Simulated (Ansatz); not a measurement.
Structures of equal composition on the (111)B surface of zinc-blende InAs (As plane on top): 2x2 O adatom at H3; 2x2 O adatom at T4. The slabs share one bottom face, and each structure is named by its start. These are constructed structures in small cells; real faces may alloy, dewet or reconstruct in larger ones, and not all known structures of the face are among them. Slabs of about 15 Å with all that they carry, Fermi-Dirac smearing of 0.025 eV. Bottom of the slabs: H caps. Relaxed from the named starts with such symmetry as they have, on meshes of like density; energies extrapolated to zero smearing; no spin-orbit coupling, no U. Spin-polarised runs, if any, are marked in brackets, and their order is one that fits the cell; the others ran without spin. Where a second, spin-polarised start was run, the lower counts.

Host crystal: zinc-blende InAs, a metal or without a clear band gap (PBE, scalar-relativistic without spin-orbit coupling).

All values below come from PBE (plane waves to 420 eV, PAW; Ansatz, a quantum-chemistry and plane-wave program).

### Question
Put the candidates in order of energy per 1x1 cell, lowest first, for PBE.

### Answer
2x2 O adatom at H3 (0.000 eV (2 As–O bonds formed; 2 As–In bonds broke) [spin, 1.0 μB a cell], a narrow gap of 0.10 eV by band count), 2x2 O adatom at T4 (0.020 eV (2 As–O bonds formed; 2 As–In bonds broke) [spin, 1.0 μB a cell], a narrow gap of 0.14 eV by band count)
